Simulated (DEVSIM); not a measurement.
System: abrupt Si p-n junction, at 400 K.

```
layer (left to right)  material  thickness (μm)  Nd (cm⁻³)  Na (cm⁻³)  τn (s)  τp (s)
---------------------  --------  --------------  ---------  ---------  ------  ------
1                            Si            13.0          -     5.8e15  7.5e-5  7.5e-5
2                            Si            5.40     8.8e16          -  7.5e-5  7.5e-5
```

Left contact: ohmic. Right contact: ohmic. Voltage is applied to the left contact. Recombination: SRH at mid-gap, Auger. Gap narrowing is on: ΔEg = 6.92 meV × (l + √(l² + 0.5)), l = ln(N/1.3e17 cm⁻³), shared equally by both band edges. Mobility is constant in doping.

The device is made up for the run: typed textbook-type constants, with dimensions and the other settings drawn at random. Values at 300 K; Nc and Nv go as T^1.5, mobilities as T to minus their exponent, the gap by Varshni's rule with the affinity fixed.

```
parameter               Si
----------------  --------
gap (eV)             1.124
affinity (eV)         4.05
permittivity          11.7
Nc (cm⁻³)          2.86e19
Nv (cm⁻³)           3.1e19
μn (cm²/Vs)           1417
μp (cm²/Vs)            470
T exponent of μn       2.3
T exponent of μp       2.2
Cn (cm⁶/s)         2.8e-31
Cp (cm⁶/s)         9.9e-32
Varshni α (eV/K)  0.000473
Varshni β (K)          636
```

DEVSIM, 1D drift-diffusion, Boltzmann statistics, complete ionisation; no tunnelling, impact ionisation, image-force lowering or self-heating.

Problem. Tabulate band edges, carrier densities and field at 0.9 V on the left contact.

Solution. Energies count from the Fermi level of the right contact; mesh points crowd at the junctions.

| x (μm) | Ec (eV) | Ev (eV) | n (cm⁻³) | p (cm⁻³) | field (V/cm) |
|---|---|---|---|---|---|
| 0.000 | -0.115 | -1.211 | 5.6e9 | 5.8e15 | 1800 |
| 0.03485 | -0.109 | -1.204 | 7.7e14 | 6.4e15 | 1800 |
| 0.1201 | -0.095 | -1.191 | 2.2e15 | 7.8e15 | 1400 |
| 0.3434 | -0.070 | -1.166 | 5.0e15 | 1.1e16 | 890 |
| 1.171 | -0.020 | -1.116 | 1.2e16 | 1.8e16 | 450 |
| 2.900 | 0.038 | -1.058 | 2.4e16 | 3.0e16 | 260 |
| 7.010 | 0.114 | -0.981 | 4.6e16 | 5.2e16 | 140 |
| 11.25 | 0.164 | -0.932 | 6.7e16 | 7.3e16 | 99 |
| 12.30 | 0.174 | -0.922 | 7.2e16 | 7.8e16 | 93 |
| 12.73 | 0.178 | -0.918 | 7.4e16 | 8.0e16 | 90 |
| 12.91 | 0.180 | -0.916 | 7.5e16 | 8.1e16 | 85 |
| 12.99 | 0.177 | -0.919 | 8.4e16 | 7.2e16 | -3100 |
| 13.02 | 0.163 | -0.931 | 1.3e17 | 5.1e16 | -2000 |
| 13.07 | 0.161 | -0.933 | 1.4e17 | 4.8e16 | 63 |
| 13.30 | 0.162 | -0.931 | 1.3e17 | 4.6e16 | 77 |
| 13.76 | 0.166 | -0.928 | 1.3e17 | 4.3e16 | 79 |
| 14.89 | 0.175 | -0.918 | 1.2e17 | 3.6e16 | 87 |
| 16.88 | 0.195 | -0.899 | 1.1e17 | 1.9e16 | 110 |
| 17.95 | 0.208 | -0.886 | 9.5e16 | 6.7e15 | 140 |
| 18.23 | 0.212 | -0.882 | 9.1e16 | 2.7e15 | 150 |
| 18.34 | 0.213 | -0.880 | 8.9e16 | 9.0e14 | 150 |
| 18.40 | 0.214 | -0.879 | 8.8e16 | 4.0e8 | 160 |
